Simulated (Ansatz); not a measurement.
Consider WC (space group P-6m2, No. 187; a = 2.8987 Å, c = 2.8280 Å).

Computed with DFT with PBEsol, PAW potentials and a 420 eV plane-wave cutoff in Ansatz (a quantum-chemistry and plane-wave program), no SOC, earlier PAW set.

Base values:

The lattice parameter a comes out as 2.899 Å and the c/a ratio comes out as 0.976.

Now apply this change: full substitution C → Ge, then cell and atoms are relaxed.

Tabulated Pauling electronegativity and covalent radius: C 2.55, 0.76 Å; Ge 2.01, 1.20 Å.

### Question
Predict the new lattice parameter a and c/a ratio.

### Answer
The lattice parameter a rises by 0.2736 Å, from 2.899 Å to 3.172 Å; the c/a ratio grows by 0.1537 (0.976 → 1.129).

No phonon test of stability was made. As relaxed here, WGe is a hypothetical phase, not in the database extracts checked. The final runs are not spin-polarised.
